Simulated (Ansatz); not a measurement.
Candidates (primitive cells; geometry: relaxed with this functional, without spin-orbit coupling):
A. ScGa3 (Pm-3m), a = b = c = 4.052 Å, α = β = γ = 90.00°
B. Ti₂Ga (P6_3/mmc), a = b = 4.474 Å, c = 5.387 Å, α = β = 90.00°, γ = 120.00°
C. SrGa₄ (I4/mmm), a = 6.1510 Å, b = 6.1510 Å, c = 6.1510 Å, α = 138.06°, β = 138.06°, γ = 60.81°

Problem. Rank these by resistivity at 300 K (lowest first), as PBEsol, DFPT electron-phonon coupling, linearised Boltzmann equation in Ansatz (a first-principles code) gives it.

Solution. A (11.9 μΩ·cm), C (23 μΩ·cm), B (71 μΩ·cm)

Metals; harmonic phonons alone scatter; means over directions. Halving the electron mesh moves these values by up to 10 %; q meshes are mostly untested. Some of the runs warned that the eigensolver left states short of its tolerance. Spin-orbit coupling is left out.

Formula and space group known from diffraction (Crystallography Open Database), not checked to be the room-temperature form: ScGa3 (Pm-3m), SrGa4 (I4/mmm), Ti2Ga (P6_3/mmc).
